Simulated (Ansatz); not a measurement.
# What Bi → Ru does to InBi

The parent structure is InBi in the zinc blende structure (space group F-43m, No. 216; a = 6.7219 Å; a cell from a computed database, its experimental status unchecked).

Perturbation: every Bi is replaced by Ru, then cell and atoms are relaxed.

Computed with Ansatz (an electronic-structure program) PBEsol, no spin-orbit coupling, earlier PAW set. Settings: 14×14×14 k-points, 0.05 eV Fermi–Dirac smearing, for the changed cell.

```yaml
volume_per_atom: 25.81 Å³ (base 37.97 Å³)
density: 6.95 g/cm³ (base 7.08 g/cm³)
lattice_parameter_a: 5.910 Å (base 6.722 Å)
shortest_interatomic_distance: 2.559 Å (base 2.911 Å)
band_gap: zero (base zero)
```

Final structure:

```
InRu
1.0
    0.00000     2.95510     2.95510
    2.95510     0.00000     2.95510
    2.95510     2.95510     0.00000
In Ru
1 1
Cartesian
  0.00000   0.00000   0.00000
  1.47755   1.47755   1.47755
```

Spin-orbit coupling, missing from the scalar runs, can matter with Bi. Stability against distortions was not tested. As relaxed here, InRu is a hypothetical phase, not in the database extracts checked. All final runs are without spin polarisation. An odd electron count without spin: InRu. InRu has a high density of states at the Fermi level and may be magnetic at this level.
